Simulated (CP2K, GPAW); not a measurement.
A CP2K input for a self-consistent single point of AgAu (R-3m, 2 atoms in the cell) (DFT PBEsol, GPW, DZVP-MOLOPT-SR-GTH basis, GTH-PBE potentials (GTH_POTENTIALS)):

```
&GLOBAL
  PROJECT scf
  RUN_TYPE ENERGY_FORCE
  PRINT_LEVEL MEDIUM
&END GLOBAL
&FORCE_EVAL
  METHOD Quickstep
  STRESS_TENSOR ANALYTICAL
  &DFT
    BASIS_SET_FILE_NAME BASIS_MOLOPT
    POTENTIAL_FILE_NAME GTH_POTENTIALS
    &QS
      METHOD GPW
      EPS_DEFAULT 1E-10
    &END QS
    &MGRID
      CUTOFF 500
      REL_CUTOFF 50
      NGRIDS 5
    &END MGRID
    &SCF
      SCF_GUESS ATOMIC
      EPS_SCF 1E-6
      MAX_SCF 100
      ADDED_MOS 5
      &DIAGONALIZATION
        ALGORITHM STANDARD
      &END DIAGONALIZATION
      &MIXING
        METHOD BROYDEN_MIXING
        ALPHA 0.3
        NBUFFER 12
        BETA 1
      &END MIXING
      &SMEAR ON
        METHOD FERMI_DIRAC
        ELECTRONIC_TEMPERATURE [K] 1160.45
      &END SMEAR
    &END SCF
    &KPOINTS
      SCHEME MONKHORST-PACK 9 9 9
    &END KPOINTS
    &XC
      &XC_FUNCTIONAL
        &PBE
          PARAMETRIZATION PBESOL
        &END PBE
      &END XC_FUNCTIONAL
    &END XC
    &PRINT
      &MO
        EIGENVALUES T
        OCCUPATION_NUMBERS T
        NDIGITS 8
        FILENAME mo
        &EACH
          QS_SCF 0
        &END EACH
        ADD_LAST NUMERIC
      &END MO
      &MULLIKEN ON
      &END MULLIKEN
    &END PRINT
  &END DFT
  &SUBSYS
    &CELL
      A 4.91769200 0.00000000 0.00000000
      B 4.08887200 2.73218100 0.00000000
      C 4.08887300 1.24037800 2.43439400
      PERIODIC XYZ
    &END CELL
    &COORD
      SCALED
      Ag       0.00000000     0.00000000     0.00000000
      Au       0.50000000     0.50000000     0.50000000
    &END COORD
    &KIND Ag
      BASIS_SET DZVP-MOLOPT-SR-GTH
      POTENTIAL GTH-PBE-q11
    &END KIND
    &KIND Au
      BASIS_SET DZVP-MOLOPT-SR-GTH
      POTENTIAL GTH-PBE-q11
    &END KIND
  &END SUBSYS
  &PRINT
    &FORCES ON
    &END FORCES
    &STRESS_TENSOR ON
    &END STRESS_TENSOR
  &END PRINT
&END FORCE_EVAL
```

### Question
Write the same calculation as an input for GPAW.

### Answer
One input that does it (others would too):

```python
from ase import Atoms
from ase.units import GPa
from gpaw import GPAW

atoms = Atoms(['Ag', 'Au'],
              cell=[[1.427564, 0.824204, 4.633189],
                    [-1.427564, 0.824204, 4.633189],
                    [0.000000, -1.648409, 4.633189]],
              scaled_positions=[[0.000000, 0.000000, 0.000000],
                                [0.500000, 0.500000, 0.500000]],
              pbc=True)

calc = GPAW(mode={'name': 'pw', 'ecut': 550},
            xc='PBEsol',
            kpts=(9, 9, 9),
            occupations={'name': 'fermi-dirac', 'width': 0.1},
            nbands=-10,
            convergence={'forces': 0.001},
            symmetry={'symmorphic': False, 'tolerance': 0.0005},
            maxiter=120)

atoms.calc = calc

energy = atoms.get_potential_energy()
print('Energy (eV):', round(energy, 6))
forces = atoms.get_forces()
print('Forces (eV/Ang):')
print(forces.round(5))
stress = atoms.get_stress()
print('Stress (GPa, Voigt):', (stress / GPa).round(4))
```

Basis, cutoffs, solver keys and any potentials are the target program's own. This input uses DFT PBEsol, plane waves, GPAW PAW datasets PBEsol (made by gpaw-setup). Both were run: pressure 10.10 GPa in CP2K and 5.78 in GPAW.

On CP2K: the starting cell comes from a database of computed structures (which also holds hypothetical and non-ambient phases and stackings), without a prior relaxation at this level. Its lattice was rescaled by a random factor within 2.5 % of one. Values carry the incompleteness of an atom-centred basis. The potentials were made for another functional than the one used. With a pressure of about 10 GPa the cell is away from its equilibrium volume at this level.

On GPAW: the starting cell comes from a database of computed structures (which also holds hypothetical and non-ambient phases and stackings), without a prior relaxation at this level. Its lattice was rescaled by a random factor within 2.5 % of one. With a pressure of about 6 GPa the cell is away from its equilibrium volume at this level.
